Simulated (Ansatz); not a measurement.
We consider CsCl-type YIr, described by LDA (Ansatz, an electronic-structure program, plane waves, PAW).

Numerical settings: plane-wave cutoff 500 eV, 16×16×16 k mesh, Fermi–Dirac smearing 0.1 eV, no spin polarisation, scalar-relativistic PAW data made under PBE.

Computed at the level's own relaxed cell.

Q: Give the computed volume per atom and lattice parameter a.

A: 
- volume per atom: 18.94 Å³/atom
- lattice parameter a: 3.358 Å

The run finds no gap.

Spin–orbit coupling is not included.

Static lattice: no zero-point or thermal effects.
